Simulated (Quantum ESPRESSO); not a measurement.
A self-consistent single point of Y₄SiS₃ (I4/mmm, 8 atoms in the cell) with Quantum ESPRESSO.

Level of theory: LDA (PZ), GBRV 1.5 ultrasoft (LDA) pseudopotentials (plane waves; Quantum ESPRESSO 7.5).

```
Y4SiS3
1.0
   -2.80552     2.80552     5.63657
    2.80552    -2.80552     5.63657
    2.80552     2.80552    -5.63657
Y Si S
4 1 3
Cartesian
  0.00000   0.00000   8.48980
  0.00000   0.00000   2.78334
  2.80552   0.00000   0.00000
  0.00000   2.80552   0.00000
  0.00000   0.00000   0.00000
  0.00000   0.00000   5.63657
  2.80552   0.00000   2.81828
  0.00000   2.80552   2.81828
```

Reference input (self-consistent single point, DFT, LDA (PZ), plane waves, GBRV 1.5 ultrasoft (LDA) pseudopotentials): ecutwfc = 40 Ry; ecutrho = 320 Ry; occupations = smearing; smearing = fd; degauss = 0.0036749 Ry; potentials = {Y: y_lda_v1.4.uspp.F.UPF, Si: si_lda_v1.uspp.F.UPF, S: s_lda_v1.4.uspp.F.UPF}; K_POINTS = automatic 5 5 5 0 0 0; conv_thr = 1e-10 Ry. This run's input differs from it in these lines:

```diff
@@ -12,4 +12,4 @@
    ntyp = 3,
-   ecutwfc = 40,
-   ecutrho = 320,
+   ecutwfc = 20,
+   ecutrho = 160,
    occupations = 'smearing',
```

Log, with long lists cut:

```
     Self-consistent Calculation

     iteration #  1     ecut=    20.00 Ry     beta= 0.70

     Threshold (ethr) on eigenvalues was too large:
     Diagonalizing with lowered threshold

     total energy              =    -454.03137207 Ry
     estimated scf accuracy    <       0.47039463 Ry

     iteration #  2     ecut=    20.00 Ry     beta= 0.70

     total energy              =    -454.10491236 Ry
     estimated scf accuracy    <       0.58625851 Ry

     iteration #  3     ecut=    20.00 Ry     beta= 0.70

     total energy              =    -454.23259575 Ry
     estimated scf accuracy    <       0.02830793 Ry

   [... 7 blocks of this kind left out ...]

     iteration # 11     ecut=    20.00 Ry     beta= 0.70

     total energy              =    -454.24001755 Ry
     estimated scf accuracy    <          2.4E-09 Ry

     iteration # 12     ecut=    20.00 Ry     beta= 0.70
     End of self-consistent calculation

     the Fermi energy is    10.8415 ev

!    total energy              =    -454.24001755 Ry
     estimated scf accuracy    <          7.7E-11 Ry
     smearing contrib. (-TS)   =      -0.00154265 Ry
     internal energy E=F+TS    =    -454.23847490 Ry

     convergence has been achieved in  12 iterations

     Forces acting on atoms (cartesian axes, Ry/au):

     atom    1 type  1   force =     0.00000000    0.00000000   -0.00441017
     atom    2 type  1   force =     0.00000000    0.00000000    0.00441017
     atom    3 type  1   force =    -0.00000000    0.00000000   -0.00000000
     atom    4 type  1   force =     0.00000000    0.00000000   -0.00000000
     atom    5 type  2   force =     0.00000000    0.00000000    0.00000000
   [... lines left out ...]

     Total force =     0.006237     Total SCF correction =     0.000008

          total   stress  (Ry/bohr**3)                   (kbar)     P=      -71.05
  -0.00048522  -0.00000000   0.00000000          -71.38       -0.00        0.00
  -0.00000000  -0.00048522  -0.00000000           -0.00      -71.38       -0.00
   0.00000000  -0.00000000  -0.00047847            0.00       -0.00      -70.39

   JOB DONE.
```

The run converged in 12 iterations. Against the reference run the free energy rises by 86.0 meV/atom, the pressure goes from -5.55 to -7.10 GPa and the largest force goes from 0.119 to 0.113 eV/Å.

The starting cell comes from a database of computed structures (which also holds hypothetical and non-ambient phases and stackings), without a prior relaxation at this level. At the lowered cutoff the pressure carries the error of an incomplete plane-wave basis.

Cost on one core of a shared machine: roughly 80 s.
